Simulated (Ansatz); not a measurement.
System: GeSi₃ (model structure, P-4m2, No. 115, 4 atoms in the cell). Method: HSE06 in Ansatz (PAW).

Settings: plane-wave cutoff 460 eV, 6×6×6 k mesh, Fermi–Dirac smearing 0.01 eV, scalar-relativistic PAW data made under PBE.

Cell (relaxed with PBEsol):

```
GeSi3
1.0
    3.87951     0.00000     0.00000
    0.00000     3.87951     0.00000
    0.00000     0.00000     5.48388
Si Ge
3 1
Direct
  0.50000   0.00000   0.75516
  0.00000   0.00000   0.00000
  0.00000   0.50000   0.24484
  0.50000   0.50000   0.50000
```

### Question
What does this level give for the band gap and smallest direct gap on the k points sampled?

### Answer

- band gap = 0.91 eV (on the SCF k mesh) (indirect)
- smallest direct gap on the k points sampled = 1.19 eV

Note: the relaxation could raise the start's symmetry but not lower it, so the cell can be a saddle point; cell and atoms aren't relaxed at this level (pressure 0.4 GPa).

Spin–orbit coupling is not included.

The computed numbers hold no vibrational or temperature effects.

It cost around 100 core-seconds (rough) of CPU time.

A model structure was made by putting elements into a prototype or built by hand; it is no filed structure, need not be a known phase, and can be a saddle point held by its symmetry.

Ansatz is a quantum-chemistry and plane-wave program.
